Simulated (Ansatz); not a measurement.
Base system: Au in the fcc (Cu type) structure (space group Fm-3m, No. 225; a = 4.1245 Å; relaxed with 0.1 eV smearing). Axes: x, y, z lie along the cube axes.

The values are results of r2SCAN in Ansatz (plane waves to 500 eV, PAW, no spin-orbit coupling), not measurements.

For the base:

```
Quantity    Value
--------  -------
Pressure  0.0 GPa
```

Perturbation: tensile biaxial strain of 2.08 % in the plane normal to [111], as in epitaxy on a mismatched substrate; the out-of-plane cell vector and the atoms relax.

Q: Estimate the effect on the pressure.

A: The pressure (mean of the normal stresses, compression positive) goes from zero to -1.2 GPa.

Q: Estimate the effect on the energy relative to the base.

A: The energy rises by 4.1 meV/atom.

Stability against distortions was not tested.

Ansatz is a program for electronic structure.
